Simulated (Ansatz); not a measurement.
The reference is CaIr$_{2}$ in the cubic Laves (MgCu2 type) structure (space group Fd-3m, No. 227; a = 7.485 Å; a cell from a computed database, its experimental status unchecked).

Calculations: PBEsol (Ansatz, an electronic-structure program), scalar-relativistic without spin-orbit coupling.

One change was made to it. Results:

```
quantity                              base       after
-----------------------------  -----------  ----------
density                        13.45 g/cm³  4.84 g/cm³
shortest interatomic distance      2.647 Å     2.845 Å
```

Q: Which of these changes matches the shifts?
A. Ir → Sn
B. Ir → As
C. Ca → Rb

A: B, Ir → As. For comparison, the shortest interatomic distance in the other runs: Ca → Rb gives 2.732 Å; Ir → Sn gives 3.098 Å.

No phonon test of stability was made. As relaxed here, CaAs2, RbIr2 and CaSn2 are hypothetical phases, not in the database extracts checked. All final runs are without spin polarisation. CaIr2 and RbIr2 have a high density of states at the Fermi level and may be magnetic at this level.
